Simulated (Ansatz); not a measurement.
Consider SiC (space group P6_3mc, No. 186).

```yaml
crystal:
  lattice:
    - [3.09415, 0.00000, 0.00000]
    - [-1.54707, 2.67961, 0.00000]
    - [0.00000, 0.00000, 10.12926]
  atoms:
    - { symbol: Si, position: [0.00000, 0.00000, 0.50031] }
    - { symbol: Si, position: [0.00000, 0.00000, 0.00031] }
    - { symbol: Si, position: [0.33333, 0.66667, 0.25025] }
    - { symbol: Si, position: [0.66667, 0.33333, 0.75025] }
    - { symbol: C, position: [0.00000, 0.00000, 0.31285] }
    - { symbol: C, position: [0.00000, 0.00000, 0.81285] }
    - { symbol: C, position: [0.33333, 0.66667, 0.06221] }
    - { symbol: C, position: [0.66667, 0.33333, 0.56221] }
```

Cartesian axes are those of the cell as printed.

Method: Ansatz (a program for electronic structure) PBE, without spin-orbit coupling.

One thing is altered: the cell is scaled by 0.9775 in all directions, atoms relaxed at fixed cell.

### Question
Predict the stress tensor and what it implies for the stiffness.

### Answer
Stress of the strained cell less that of the base (GPa, compression positive):
```
  16.69    0.00    0.00
   0.00   16.69    0.00
   0.00    0.00   16.49
```

Then B = −ΔP/(ΔV/V₀) with ΔV/V₀ = -0.0660 gives secant stiffness values (nonlinear terms included at this strain): B (at held cell shape, above the free-shape value) ≈ 252 GPa.

As a check, the harmonic strain energy −½ V₀ Δσ:ε is 37 meV/atom; the computed energy rise is 34 meV/atom.

Stability against distortions was not tested.
